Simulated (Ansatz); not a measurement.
Ansatz (a first-principles code) run on SrAl₂Ge₂ (P-3m1, 5 atoms in the cell): self-consistent single point.

Computed with PBEsol, default PAW files made with PBE (plane waves; Ansatz).

```yaml
crystal:
  lattice:
    - [4.22796, 0.00000, 0.00000]
    - [-2.11398, 3.66152, 0.00000]
    - [0.00000, 0.00000, 7.47074]
  atoms:
    - { symbol: Sr, position: [0.00000, 0.00000, 0.00000] }
    - { symbol: Al, position: [0.66667, 0.33333, 0.37612] }
    - { symbol: Al, position: [0.33333, 0.66667, 0.62388] }
    - { symbol: Ge, position: [0.66667, 0.33333, 0.72595] }
    - { symbol: Ge, position: [0.33333, 0.66667, 0.27405] }
```

Reference input (self-consistent single point, DFT, PBEsol, plane waves, default PAW files made with PBE): kpoints.mp_grid.grid = 6 6 3; hamiltonian.xc = pbesol; hamiltonian.pseudopotentials = {kind: paw} (the program's default PAW files); scf.occupations.method = cold; scf.occupations.width = 0.272 eV. This run's input differs from it in these lines:

Ansatz 0.2 input:
```diff
@@ -18,3 +18,3 @@
 scf:
-  occupations: { method: cold, width: 0.272 eV }
+  occupations: { method: cold, width: 0.025 eV }
 output:
```

Output, abridged:

```
SCF iter   1: F=—  HF=-13050.341515 eV  |F-HF|=—  |Δ(HF+E_count)|=         —  Δρ=2.11e-3  dr2=5.43e-3  ethr=1.77e-3  ⟨swp⟩=8.2  Hψ=2477  notcnv=0
all-band conjugate gradients solve this SCF's bands
preconditioner: auto → Resta (q_TF=auto, 2.322 Å⁻¹)
SCF iter   2: F=—  HF=-13050.340271 eV  |F-HF|=—  |Δ(HF+E_count)|=   1.24e-3  S|Δr|=    0.00e0  Δρ=1.23e-3  dr2=3.10e-3  ethr=1.23e-5  ⟨swp⟩=3.1  Hψ=1040  notcnv=0  defer=6
   [... lines left out ...]
SCF iter   6: F=—  HF=-13050.339878 eV  |F-HF|=—  |Δ(HF+E_count)|=   5.40e-5  S|Δr|=    0.00e0  Δρ=2.43e-5  dr2=1.39e-6  ethr=3.68e-8  ⟨swp⟩=2.0  Hψ=798  notcnv=0  defer=8
SCF iter   7: F=—  HF=-13050.339877 eV  |F-HF|=—  |Δ(HF+E_count)|=   4.09e-7  S|Δr|=    0.00e0  Δρ=1.04e-5  dr2=2.90e-7  ethr=3.15e-9  ⟨swp⟩=2.0  Hψ=797  notcnv=0  defer=8
SCF iter   8: F=-13050.339877 eV  HF=-13050.339877 eV  |F-HF|=1.17e-9  |Δ(HF+E_count)|=   6.25e-8  S|Δr|=    0.00e0  Δρ=1.51e-6  dr2=3.93e-9  ethr=2.27e-10  ⟨swp⟩=9.3  Hψ=1880  notcnv=0
SCF 1 converged in 8 iterations: F = -13050.339877 eV  dr2 = 3.93e-9
Stability not checked (fill_not_monotonic)
Free energy (F): -13050.339877 eV
Internal energy: -13050.339790 eV  (E = F + TS)
E sigma→0 (E₀):  -13050.339848 eV
Entropy (-TS):   -0.000088 eV (-0.018 meV/atom)
Fermi energy:    7.714171 eV
--- Forces (eV/Å), atoms counted from 1 ---
  atom   1  Sr     0.00000000     0.00000000     0.00000000
  atom   2  Al     0.00000000     0.00000000    -0.04084765
  atom   3  Al     0.00000000    -0.00000000     0.04084765
  atom   4  Ge     0.00000000     0.00000000     0.14730486
  atom   5  Ge     0.00000000    -0.00000000    -0.14730486
--- Stress (GPa, compression-positive) ---
       -0.713664       0.000000      -0.000000
        0.000000      -0.713664      -0.000000
       -0.000000      -0.000000      -1.225839
  P = ⅓ Tr σ = -0.8844 GPa (-8.844 kbar)
  The stress holds the Pulay correction. Without it, at fixed plane waves, as pw.x and ABINIT print it: P = -0.9068 GPa
```

The run converged in 8 iterations. Against the reference run the free energy falls by 1.1 meV/atom, the pressure stays at -0.88 GPa and the largest force goes from 0.143 to 0.147 eV/Å.

The starting cell comes from a database of computed structures (which also holds hypothetical and non-ambient phases and stackings), without a prior relaxation at this level. Ansatz's pressure includes its estimate of the finite-basis (Pulay) stress.
